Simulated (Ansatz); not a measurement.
**AlCo under a change: isotropic strain −2.52 %**

Start from AlCo in the CsCl type structure (space group Pm-3m, No. 221; a = 2.8239 Å; weakly magnetic (sensitive to the mesh)).

Now apply this change: the cell is scaled by 0.9748 in all directions, atoms relaxed at fixed cell.

Level of theory: r2SCAN (Ansatz, a program for electronic structure, PAW, without spin-orbit coupling). Settings: 16×16×16 k-points, 0.05 eV Fermi–Dirac smearing.

```tsv
quantity	base	changed	shift
volume per atom	11.26 Å³	10.43 Å³	-0.83 Å³
space group	Pm-3m (No. 221)	Pm-3m (No. 221)	–
shortest interatomic distance	2.446 Å	2.384 Å	-0.062 Å
energy relative to the base (free energy F)	0 meV/atom	+43 meV/atom	+43 meV/atom
pressure	0.0 GPa	17.6 GPa	+17.6 GPa
band gap	zero	zero	–
magnetic state	weakly magnetic (sensitive to the mesh)	non-magnetic	–
largest site moment	0.13 μB	0.00 μB	-0.13 μB
```

Final structure:

```xyz
2
Lattice="2.7527 0.0000 0.0000 0.0000 2.7527 0.0000 0.0000 0.0000 2.7527" Properties=species:S:1:pos:R:3 pbc="T T T"
Al     0.0000     0.0000     0.0000
Co     1.3764     1.3764     1.3764
```

Cost of the whole job for the changed cell (relaxation, final SCF and bands): very roughly 40 core-seconds.

The magnetic state is the one reached from the starting moments; the real material's order can differ, and small cells can't hold many antiferromagnetic ones. Whether these cells are dynamically stable was not tested. Starting moments died away, wholly or in part, for isotropic strain −2.52 % and the base; another magnetic solution may exist.
